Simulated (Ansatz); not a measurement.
Be₄H (model structure, P-3m1, No. 164, 5 atoms in the cell) was calculated with r²SCAN in Ansatz (PAW).

Run with plane-wave cutoff 560 eV, 30×30×8 k mesh (along the axes of the cell as run), Fermi–Dirac smearing 0.05 eV, scalar-relativistic PAW data made under PBE.

Cell (relaxed at this level):

Space group P-3m1 (No. 164); a = 2.225 Å, b = 2.225 Å, c = 8.450 Å, α = 90.00°, β = 90.00°, γ = 120.00°

```
atom  site  symmetry       x       y       z
----  ----  --------  ------  ------  ------
Be      2d       3m.  0.6667  0.3333  0.3287
Be      2d       3m.  0.3333  0.6667  0.1083
H       1b      -3m.  0.0000  0.0000  0.5000
```

**Question.** Give the computed bulk modulus B0.

**Answer.** 
bulk modulus B0: 113 GPa

The run finds no gap.

Note: the bulk modulus is −V dP/dV from two relaxed cells at ±2 % in volume; the relaxation could raise the start's symmetry but not lower it, so the cell can be a saddle point.

The computed numbers hold no vibrational or temperature effects.

Computing time: about 6 core-minutes (a rough figure).

A model structure was made by putting elements into a prototype or built by hand; it is no filed structure, need not be a known phase, and can be a saddle point held by its symmetry.

Ansatz is a first-principles code.
